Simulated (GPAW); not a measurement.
**A self-consistent single point of Mo₃Os (Pm-3n, 8 atoms in the cell) with GPAW**

Level of theory: LDA (Perdew-Wang 92), GPAW PAW datasets LDA (gpaw-data 1.0.1) (plane waves; GPAW 25.7.0).

Input as run:

```python
from ase import Atoms
from ase.units import GPa
from gpaw import GPAW, PW

atoms = Atoms(['Mo', 'Mo', 'Mo', 'Mo', 'Mo', 'Mo', 'Os', 'Os'],
              cell=[[4.976290, 0.000000, 0.000000],
                    [0.000000, 4.976290, 0.000000],
                    [0.000000, 0.000000, 4.976290]],
              positions=[[1.244072, 0.000000, 2.488145],
                         [3.732217, 0.000000, 2.488145],
                         [2.488145, 3.732217, 0.000000],
                         [2.488145, 1.244072, 0.000000],
                         [0.000000, 2.488145, 3.732217],
                         [0.000000, 2.488145, 1.244072],
                         [0.000000, 0.000000, 0.000000],
                         [2.488145, 2.488145, 2.488145]],
              pbc=True)

calc = GPAW(mode=PW(550),
            xc='LDA',
            kpts=(5, 5, 5),
            occupations={'name': 'methfessel-paxton', 'width': 0.2, 'order': 0},
            nbands=-16,
            convergence={'forces': 0.001},
            symmetry={'symmorphic': False, 'tolerance': 0.0005},
            maxiter=100,
            txt='-')

atoms.calc = calc

energy = atoms.get_potential_energy()
print('Energy (eV):', round(energy, 6))
forces = atoms.get_forces()
print('Forces (eV/Ang):')
print(forces.round(5))
stress = atoms.get_stress()
print('Stress (GPa, Voigt):', (stress / GPa).round(4))
```

Output (repeated stretches shortened):

```
Input parameters:
  convergence: {forces: 0.001}
  kpts: [5 5 5]
  maxiter: 100
  mode: {ecut: 550.0,
         name: pw}
  nbands: -16
  occupations: {name: methfessel-paxton,
                order: 0,
                width: 0.2}
  symmetry: {symmorphic: False,
             tolerance: 0.0005}

species:
  Mo:
    name: Molybdenum
    Z: 42.0
    valence: 14
    core: 28
    charge: 0.0
    file: Mo.LDA.gz

    # Using partial waves for Mo as LCAO basis

  Os:
    name: Osmium
    Z: 76.0
    valence: 14
    core: 62
    charge: 0.0
    file: Os.LDA.gz

    # Using partial waves for Os as LCAO basis

Reference energy: -1597433.181126  # eV

Spin-paired calculation

Convergence criteria:
 Maximum [total energy] change in last 3 cyles: 0.0005 eV / valence electron
 Maximum integral of absolute [dens]ity change: 0.0001 electrons / valence electron
 Maximum integral of absolute [eigenst]ate change: 4e-08 eV^2 / valence electron
 Maximum change in the atomic [forces] across last 2 cycles: 0.001 eV/Ang OR
Maximum error relative to the maximum force is below inf
 Maximum number of scf [iter]ations: 100

Symmetries present (total): 48
Symmetries with fractional translations: 24
125 k-points: 5 x 5 x 5 Monkhorst-Pack grid
10 k-points in the irreducible part of the Brillouin zone
       k-points in crystal coordinates                weights
   0:     0.00000000    0.00000000    0.00000000          1/125
   1:     0.20000000    0.00000000    0.00000000          6/125
   2:     0.20000000    0.20000000    0.00000000         12/125
   [... 7 lines left out ...]

Wave functions: Plane wave expansion
  Cutoff energy: 550.000 eV
  Number of coefficients (min, max): 3587, 3695
  Pulay-stress correction: 0.000000 eV/Ang^3 (de/decut=0.000000)

Occupation numbers: Methfessel-Paxton:
  width: 0.2000  # eV
  order: 0

Eigensolver

Densities:
  Coarse grid: 28*28*28 grid
  Fine grid: 56*56*56 grid
  Total Charge: 0.000000

Density mixing:
  Method: separate
  Backend: pulay
  Linear mixing parameter: 0.05
  old densities: 5
  Damping of long wavelength oscillations: 50

Hamiltonian:
  XC and Coulomb potentials evaluated on a 56*56*56 grid
  External potential:
    NoExternalPotential

Number of atoms: 8
Number of atomic orbitals: 102
Number of bands in calculation: 72
Number of valence electrons: 112
Bands to converge: occupied

Density initialized from atomic densities
  72 bands from LCAO basis set

Atomic positions and initial magnetic moments

Positions:
   0 Mo     1.244072    0.000000    2.488145    ( 0.0000,  0.0000,  0.0000)
   1 Mo     3.732217    0.000000    2.488145    ( 0.0000,  0.0000,  0.0000)
   2 Mo     2.488145    3.732217    0.000000    ( 0.0000,  0.0000,  0.0000)
   3 Mo     2.488145    1.244072    0.000000    ( 0.0000,  0.0000,  0.0000)
   4 Mo     0.000000    2.488145    3.732217    ( 0.0000,  0.0000,  0.0000)
   5 Mo     0.000000    2.488145    1.244072    ( 0.0000,  0.0000,  0.0000)
   6 Os     0.000000    0.000000    0.000000    ( 0.0000,  0.0000,  0.0000)
   7 Os     2.488145    2.488145    2.488145    ( 0.0000,  0.0000,  0.0000)

Unit cell:
           periodic     x           y           z      points  spacing
  1. axis:    yes    4.976290    0.000000    0.000000    28     0.1777
  2. axis:    yes    0.000000    4.976290    0.000000    28     0.1777
  3. axis:    yes    0.000000    0.000000    4.976290    28     0.1777

  Lengths:   4.976290   4.976290   4.976290
  Angles:   90.000000  90.000000  90.000000

Effective grid spacing dv^(1/3) = 0.1777

     iter     time        total  log10-change:
                         energy   eigst   dens  force
iter:   1 --:--:--  -108.087715
iter:   2 --:--:--  -106.361649   -0.48  -1.17
iter:   3 --:--:--  -102.728596   -0.63  -1.21
iter:   4 --:--:--  -100.992990   -1.11  -1.34
iter:   5 --:--:--  -100.544039   -0.87  -1.53
iter:   6 --:--:--  -100.948448   -1.36  -2.01
iter:   7 --:--:--  -100.332228   -1.51  -1.89
iter:   8 --:--:--  -100.295466   -2.99  -2.49
iter:   9 --:--:--  -100.293201c  -3.40  -2.68
iter:  10 --:--:--  -100.371350   -2.40  -2.91
iter:  11 --:--:--  -100.292775   -2.61  -2.36
iter:  12 --:--:--  -100.293258   -3.73  -3.56
iter:  13 --:--:--  -100.293360c  -4.48  -3.55
iter:  14 --:--:--  -100.293552c  -4.87  -3.44
iter:  15 --:--:--  -100.293771c  -5.23  -3.28
iter:  16 --:--:--  -100.293354c  -4.95  -3.22
iter:  17 --:--:--  -100.293852c  -4.85  -3.46
iter:  18 --:--:--  -100.293322c  -4.51  -3.17
iter:  19 --:--:--  -100.293334c  -5.33  -3.72
iter:  20 --:--:--  -100.293308c  -5.54  -3.92
iter:  21 --:--:--  -100.293305c  -5.78  -3.98
iter:  22 --:--:--  -100.293300c  -7.08  -4.34c
iter:  23 --:--:--  -100.293294c  -7.35  -4.43c
iter:  24 --:--:--  -100.293302c  -6.58  -4.65c
iter:  25 --:--:--  -100.293291c  -6.75  -4.41c
iter:  26 --:--:--  -100.293292c  -8.31c -4.74c
iter:  27 --:--:--  -100.293299c  -6.96  -4.85c
iter:  28 --:--:--  -100.293295c  -7.67c -4.75c -16.15c

Converged after 28 iterations.

Dipole moment: (-0.000007, -0.000007, -0.000007) |e|*Ang

Energy contributions relative to reference atoms: (reference = -1597433.181126)

Kinetic:        -81.378544
Potential:      +44.969603
External:        +0.000000
XC:             -62.010034
Entropy (-ST):   -0.184895
Local:           -1.781872
SIC:             +0.000000
--------------------------
Free energy:   -100.385742
Extrapolated:  -100.293295

Showing only first 2 kpts
 Kpt  Band  Eigenvalues  Occupancy
  0    54     12.06628    2.00000
  0    55     13.93884    0.00038
  0    56     13.93884    0.00038
  0    57     13.93884    0.00038

  1    54     12.47052    2.00000
  1    55     13.15030    1.95674
  1    56     13.79757    0.01060
  1    57     13.79757    0.01060

Fermi level: 13.43614

No gap
No difference between direct/indirect transitions
Energy (eV): -100.293295

Forces in eV/Ang:
  0 Mo    0.00000    0.00000    0.00000
  1 Mo    0.00000    0.00000    0.00000
  2 Mo    0.00000    0.00000    0.00000
  3 Mo    0.00000   -0.00000    0.00000
  4 Mo    0.00000    0.00000    0.00000
  5 Mo    0.00000    0.00000    0.00000
  6 Os    0.00000    0.00000    0.00000
  7 Os    0.00000    0.00000    0.00000

Stress tensor:
     0.076680     0.000000     0.000000
     0.000000     0.076680     0.000000
     0.000000     0.000000     0.076680
Stress (GPa, Voigt): [12.2855 12.2855 12.2855  0.      0.      0.    ]
```

The run converged in 28 iterations. GPAW prints stress with tension positive.

The starting cell comes from a database of computed structures (which also holds hypothetical and non-ambient phases and stackings), without a prior relaxation at this level. Spin-orbit coupling is off. Spin polarisation is off. With a pressure of about -12 GPa the cell is away from its equilibrium volume at this level.

Cost on one core of a shared machine: roughly 60 s.
